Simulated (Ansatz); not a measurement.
**The (0001) surface of wurtzite CdS, Cd-terminated, 2x2 Cd vacancy (bottom of the slab: 2 H on 4 bottom sites)**

These are PBE (plane waves to 420 eV, PAW; Ansatz, a program for electronic structure) values and carry that method's errors.

Model: 33-atom slab, 12.5 Å thick at the start with caps and adatoms (thin: gaps and levels are the slab's own), 3x3x1 mesh, Fermi-Dirac 0.025 eV, dipole correction, 8 atoms held, the rest relaxed; symmetry of the start imposed; no spin, no spin-orbit, no U. It is one candidate, not shown to be the stable structure of the face.

```json
{
 "gap_of_the_slab_on_its_k_mesh": "1.47 eV",
 "highest_filled_level_below_the_top_vacuum_level": "5.43 eV",
 "energy_released_by_relaxation": "2.27 eV",
 "cost": "about 12 core-minutes (a rough figure)"
}
```
